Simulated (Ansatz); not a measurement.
An Ansatz (a program for electronic structure) run: As with a change (As → Sb); PBEsol-D3(BJ) (Ansatz), no spin-orbit coupling, earlier PAW set.

Input:

Ansatz 0.2 input:
```yaml
crystal:
  lattice:
    - [2.1343342247, 1.2322584392, 3.5721799948]
    - [-2.1343342247, 1.2322584392, 3.5721799948]
    - [0, -2.4645168784, 3.5721799948]
  atoms:
    - { symbol: Sb, position: [0.2389212019, 0.2389212019, 0.2389212019] }
    - { symbol: Sb, position: [0.7610787981, 0.7610787981, 0.7610787981] }
basis: { ecutwfc: 420, ecutrho_ratio: 4, xc_grid: 2, fft_grid_basis: typed }
kpoints: { mp_grid: { grid: [13, 13, 13] } }
hamiltonian:
  xc: pbesol
  dispersion: d3bj
  pseudopotentials: { azcp: { folder: ./paw }, kind: paw }
scf: { occupations: { method: fermi_dirac, width: 0.05 }, convergence: { dr2_threshold: 0.0000000002 } }
output: { forces: true, stress: true }
checkpoint: { write: state.ck, write_every: 1000 }
```

Output (explanatory and most iteration lines left out):

```
Pseudopotential: Sb, paw, valence charge 15
Crystal: 2 atoms, lattice volume = 56.370 Å³
Basis set: ecut = 420 eV, 1103 PW (Γ), exchange–correlation on 60×60×60 points (8 copies of the dense FFT grid, shifted against one another)
Bands: 19, of which v1, the nominal top of the filled ones, is band 15 counted from 1 (14 counted from 0)
Symmetry: 12 space group operations
Space group: R-3m (ITA 166), of the structure as read, at distance tolerance 3.8e-5 Å
k-points: 231 of 2197
Functional: x = pbesol(κ = 0.804, μ = 0.12345679012345678), c = pbesol(β = 0.046)
SCF iter   1: F=—  HF=-12817.278448 eV  |F-HF|=—  |Δ(HF+E_count)|=         —  Δρ=1.47e-2  dr2=9.17e-2  ethr=3.10e-3  ⟨swp⟩=6.2  Hψ=23635  notcnv=0
SCF iter   2: F=—  HF=-12817.272579 eV  |F-HF|=—  |Δ(HF+E_count)|=   5.87e-3  Δρ=9.57e-3  dr2=4.03e-2  ethr=3.06e-4  ⟨swp⟩=2.0  Hψ=6904  notcnv=0
SCF 1 converged in 9 iterations: F = -12817.269607 eV  dr2 = 1.19e-10
SCF converged after 9 iterations
Free energy (F): -12817.269607 eV
Internal energy: -12817.266062 eV  (E = F + TS)
E sigma→0 (E₀):  -12817.267835 eV
Entropy (-TS):   -0.003545 eV (-1.773 meV/atom)
Fermi energy:    11.116329 eV
  E_disp       = -0.968872  (pairwise vdW)
--- Forces (eV/Å), atoms counted from 1 ---
  atom   1  Sb    -0.00000000     0.00000000     0.00002776
  atom   2  Sb    -0.00000000     0.00000000    -0.00002776
--- Stress (GPa, compression-positive) ---
       -0.000008       0.000000      -0.000000
        0.000000      -0.000008      -0.000000
        0.000000      -0.000000       0.000103
  P = ⅓ Tr σ = 0.0000 GPa (0.000 kbar)
```

With Sb present, leaving out spin-orbit coupling can change the band edges. No phonon test of stability was made. The cell was made from As by this change: As → Sb.
